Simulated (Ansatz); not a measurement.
System: O vacancy in monoclinic ZrO2 (charge state +2). The step: a nearby O atom hops onto the vacant site; the atom moves 2.27 Å along (0.13, 0.31, -0.24) of the unit cell; the moving atom starts with neighbours O at 2.61; Zr at 2.06, Zr at 2.13, Zr at 2.18 Å and ends with O at 2.61; Zr at 2.06, Zr at 2.13, Zr at 2.18 Å. DFT values are from Ansatz (plane-wave PAW, 420 eV unless said) in a cell of 96 host sites, spin-restricted, static, with no finite-size correction. The charge state is imposed; whether it is stable for some Fermi level was not computed. Forms of the defect that were not tried may lie lower. For the PBE band: the saddle point's order was not checked, and it lies on a symmetry element of the cell, where a band can be held.

```
Level                                                              Forward barrier (eV)  Cost of the band or of the saddle's single point
-----------------------------------------------------------------  --------------------  ------------------------------------------------
CHGNet universal potential (has no charge state), its own band                     0.86                                                 -
PBE, the Γ point alone, band relaxed                                               0.73                      very roughly 23 core-minutes
PBE, a 2×2×2 k-point mesh shifted by half a step, same geometries                  0.73                     around 9 core-minutes (rough)
r2SCAN at 500 eV, the Γ point alone, same geometries                               0.75                          roughly 2.7 core-minutes
HSE06, Γ point alone, same geometries                                                 …                      very roughly 23 core-minutes
```

Problem. Fill in the missing entries.

Solution. 
- HSE06, Γ point alone, same geometries, Forward barrier (eV): 0.63

Ansatz is a first-principles code.
